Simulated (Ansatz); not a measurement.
**How far PBE and PBEsol part for hypothetical zinc blende HgO, uniaxial strain ε_xx = +5.90 %**

The parent structure is HgO in the zinc blende structure (space group F-43m, No. 216; a = 5.293 Å; a hypothetical phase, not in the database extracts checked). Axes: x, y, z lie along the cube axes.

(Cell as relaxed with PBE.)

Levels (all Ansatz, a first-principles code, PAW): PBE (420 eV, no SOC); PBEsol (420 eV, no spin-orbit coupling).

Each level relaxes its own structure.

| base | PBE | PBEsol |
|---|---|---|
| volume per atom | 18.53 Å³ | 17.53 Å³ |
| lattice parameter a | 5.293 Å | 5.196 Å |
| band gap | zero | zero |

It is then changed as follows: the cell is stretched by 5.90 % along x with no lateral relaxation, atoms relaxed at fixed cell.

```csv
quantity,PBE,PBEsol
"pressure (mean of the normal stresses, compression positive)",-4.1 GPa,-4.9 GPa
energy relative to the base (free energy F),+16 meV/atom,+18 meV/atom
shortest interatomic distance,2.338 Å,2.295 Å
band gap,zero,zero
```

PBE's pressure lies 0.8 GPa above PBEsol's; PBE's energy relative to the base lies 1.3 meV/atom below PBEsol's; PBE's shortest interatomic distance lies 0.043 Å above PBEsol's (1.9 %); the two agree on the band gap. Neither level is exact; PBEsol is the comparison here, not a measurement.

Spin-orbit coupling, missing from the scalar runs, can matter with Hg. No phonon test of stability was made. The final runs are not spin-polarised. A zero or small gap of HgO can be the functional's error rather than a property of the material.
